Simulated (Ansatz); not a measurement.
Computed with PBE (plane waves to 420 eV, PAW; Ansatz, a program for electronic structure).

Planar average of the electrostatic potential across the slab, in eV from the Fermi level, for a constructed model of the (110) surface of bcc Mo, a cell of two sites (a+b, b-a) layer of Sn, one a cell, on the site that continues the host's stacking (bottom of the slab: a bare face, its two planes held):

```json
[
 {"z (Å)": "3.61", "V (eV)": "4.66"},
 {"z (Å)": "3.89", "V (eV)": "4.66"},
 {"z (Å)": "4.17", "V (eV)": "4.66"},
 {"z (Å)": "4.44", "V (eV)": "4.65"},
 {"z (Å)": "4.72", "V (eV)": "4.64"},
 {"z (Å)": "5.00", "V (eV)": "4.62"},
 {"z (Å)": "5.28", "V (eV)": "4.59"},
 {"z (Å)": "5.56", "V (eV)": "4.51"},
 {"z (Å)": "5.83", "V (eV)": "4.37"},
 {"z (Å)": "6.11", "V (eV)": "4.10"},
 {"z (Å)": "6.39", "V (eV)": "3.57"},
 {"z (Å)": "6.67", "V (eV)": "2.58"},
 {"z (Å)": "6.94", "V (eV)": "0.71"},
 {"z (Å)": "7.22", "V (eV)": "-3.26"},
 {"z (Å)": "7.50", "V (eV)": "-10.79"},
 {"z (Å)": "7.78", "V (eV)": "-18.88"},
 {"z (Å)": "8.06", "V (eV)": "-23.05"},
 {"z (Å)": "8.33", "V (eV)": "-21.09"},
 {"z (Å)": "8.61", "V (eV)": "-14.06"},
 {"z (Å)": "8.89", "V (eV)": "-6.04"},
 {"z (Å)": "9.17", "V (eV)": "-2.12"},
 {"z (Å)": "9.44", "V (eV)": "-3.77"},
 {"z (Å)": "9.72", "V (eV)": "-10.67"},
 {"z (Å)": "10.00", "V (eV)": "-18.91"},
 {"z (Å)": "10.28", "V (eV)": "-23.41"},
 {"z (Å)": "10.56", "V (eV)": "-21.72"},
 {"z (Å)": "10.83", "V (eV)": "-14.75"},
 {"z (Å)": "11.11", "V (eV)": "-6.56"},
 {"z (Å)": "11.39", "V (eV)": "-2.34"},
 {"z (Å)": "11.67", "V (eV)": "-3.65"},
 {"z (Å)": "11.94", "V (eV)": "-10.26"},
 {"z (Å)": "12.22", "V (eV)": "-18.49"},
 {"z (Å)": "12.50", "V (eV)": "-23.23"},
 {"z (Å)": "12.78", "V (eV)": "-21.86"},
 {"z (Å)": "13.06", "V (eV)": "-15.10"},
 {"z (Å)": "13.33", "V (eV)": "-6.86"},
 {"z (Å)": "13.61", "V (eV)": "-2.35"},
 {"z (Å)": "13.89", "V (eV)": "-3.39"},
 {"z (Å)": "14.17", "V (eV)": "-9.79"},
 {"z (Å)": "14.44", "V (eV)": "-18.09"},
 {"z (Å)": "14.72", "V (eV)": "-23.11"},
 {"z (Å)": "15.00", "V (eV)": "-22.07"},
 {"z (Å)": "15.28", "V (eV)": "-15.54"},
 {"z (Å)": "15.56", "V (eV)": "-7.26"},
 {"z (Å)": "15.83", "V (eV)": "-2.50"},
 {"z (Å)": "16.11", "V (eV)": "-3.26"},
 {"z (Å)": "16.39", "V (eV)": "-9.43"},
 {"z (Å)": "16.67", "V (eV)": "-17.76"},
 {"z (Å)": "16.94", "V (eV)": "-23.02"},
 {"z (Å)": "17.22", "V (eV)": "-22.26"},
 {"z (Å)": "17.50", "V (eV)": "-15.90"},
 {"z (Å)": "17.78", "V (eV)": "-7.59"},
 {"z (Å)": "18.06", "V (eV)": "-2.71"},
 {"z (Å)": "18.33", "V (eV)": "-3.67"},
 {"z (Å)": "18.61", "V (eV)": "-10.10"},
 {"z (Å)": "18.89", "V (eV)": "-18.22"},
 {"z (Å)": "19.17", "V (eV)": "-22.89"},
 {"z (Å)": "19.44", "V (eV)": "-21.56"},
 {"z (Å)": "19.72", "V (eV)": "-14.90"},
 {"z (Å)": "20.00", "V (eV)": "-6.59"},
 {"z (Å)": "20.28", "V (eV)": "-1.32"},
 {"z (Å)": "20.56", "V (eV)": "-0.08"},
 {"z (Å)": "20.83", "V (eV)": "-1.32"},
 {"z (Å)": "21.11", "V (eV)": "-1.81"},
 {"z (Å)": "21.39", "V (eV)": "-0.65"},
 {"z (Å)": "21.67", "V (eV)": "-0.19"},
 {"z (Å)": "21.94", "V (eV)": "-1.23"},
 {"z (Å)": "22.22", "V (eV)": "-1.47"},
 {"z (Å)": "22.50", "V (eV)": "0.55"},
 {"z (Å)": "22.78", "V (eV)": "2.63"},
 {"z (Å)": "23.06", "V (eV)": "3.63"},
 {"z (Å)": "23.33", "V (eV)": "4.14"},
 {"z (Å)": "23.61", "V (eV)": "4.39"},
 {"z (Å)": "23.89", "V (eV)": "4.52"},
 {"z (Å)": "24.17", "V (eV)": "4.58"},
 {"z (Å)": "24.44", "V (eV)": "4.61"},
 {"z (Å)": "24.72", "V (eV)": "4.63"},
 {"z (Å)": "25.00", "V (eV)": "4.64"},
 {"z (Å)": "25.28", "V (eV)": "4.64"},
 {"z (Å)": "25.56", "V (eV)": "4.64"},
 {"z (Å)": "25.83", "V (eV)": "4.64"}
]
```

Model: 13-atom slab, 13.8 Å thick at the start with caps and adatoms (thin: gaps and levels are the slab's own), 12x9x1 mesh, Fermi-Dirac 0.1 eV, dipole correction, 4 atoms held, the rest relaxed; held to the start's symmetry, so lower structures may exist; no spin, no spin-orbit, no U. It is one candidate, not shown to be the stable structure of the face.

The vacuum level lies 4.64 eV above the Fermi level over the top face and 4.66 eV above it under the bottom face.
